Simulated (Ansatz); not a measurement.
The starting structures come from a database of crystals and need not be the phases stable at ambient conditions.

The decay constant κ of evanescent states in the gap governs leakage through a thin film.

Given:

```
SnO2
1.0
    5.17526     0.00000     0.00000
    0.00000     5.17526     0.00000
    0.00000     0.00000     5.33052
Sn O
4 8
Direct
  0.00000   0.50000   0.50000
  0.50000   0.50000   0.00000
  0.50000   0.00000   0.50000
  0.00000   0.00000   0.00000
  0.66110   0.83890   0.83890
  0.33890   0.16110   0.16110
  0.83890   0.16110   0.33890
  0.16110   0.83890   0.66110
  0.16110   0.66110   0.16110
  0.83890   0.33890   0.83890
  0.33890   0.33890   0.66110
  0.66110   0.66110   0.33890
```

Space group of this cell: Pbca. The cell is strained (lengths along the current scaled by 1.03, ions clamped); by r2SCAN its mean pressure is -14.1 GPa.

Transport runs along the normal of the first two printed cell vectors.

The gap is the functional's own. No spin-orbit coupling. Mid-gap values are interpolated on the energy grid.

Question: Compute, with Ansatz (a program for electronic structure) with r2SCAN, the band gap and the smallest decay constant κ at mid-gap.

Answer: Gap 0.77 eV on a 6×6×6 mesh; κ = 0.098 1/Å, at the zone centre.
